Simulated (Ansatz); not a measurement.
Start from NaI in the rock salt structure (space group Fm-3m, No. 225).

NaI is modelled in the cubic space group Fm-3m (No. 225), the rock salt structure, Pearson symbol cF8. Cell: a = 6.5281 Å, b = 6.5281 Å, c = 6.5281 Å, α = 90.00°, β = 90.00°, γ = 90.00°. Na on 4a has 6 I at 3.264 Å (octahedral). I on 4b has 6 Na at 3.264 Å (octahedral). (Neighbours: up to the widest gap in distance over summed covalent radii, below 1.35, at either atom; cation-cation and far metal-metal contacts left out.)
(The calculation used a cell of 2 atoms; values per cell refer to that cell.)

Calculations: DFT with PBE, PAW potentials and a 420 eV plane-wave cutoff in Ansatz (a quantum-chemistry and plane-wave program), no spin-orbit coupling.

Base values:

- Electron mass = 0.27 mₑ (at Γ)
- Valley order = Γ 3.58 eV; X along ⟨100⟩ 4.48 eV
- Hole mass = 0.39, 1.7, 1.7 mₑ (at Γ)

One thing is altered: the cell is scaled by 1.0100 in all directions; the atoms relax in the strained cell.

Question: Predict the new energy relative to the base, electron mass, valley order, hole mass and mean gap deformation potential ΔEg/Δln V.

Answer: The energy increases by 1.4 meV/atom; the electron mass changes from 0.27 mₑ (at Γ) to 0.28 mₑ (at Γ); the valley order (the lowest conduction-band minima on the path, energy above the VBM, named in the base's zone) changes from Γ 3.58 eV; X along ⟨100⟩ 4.48 eV to Γ 3.50 eV; X along ⟨100⟩ 4.45 eV; the hole mass (degenerate bands, along [100]) goes from 0.39, 1.7, 1.7 mₑ (at Γ) to 0.41, 1.8, 1.8 mₑ (at Γ); the mean gap deformation potential ΔEg/Δln V is -2.5 eV.

With I present, leaving out spin-orbit coupling can change the band edges. Effective masses come from finite differences of ±0.01 Å⁻¹. Whether these cells are dynamically stable was not tested.
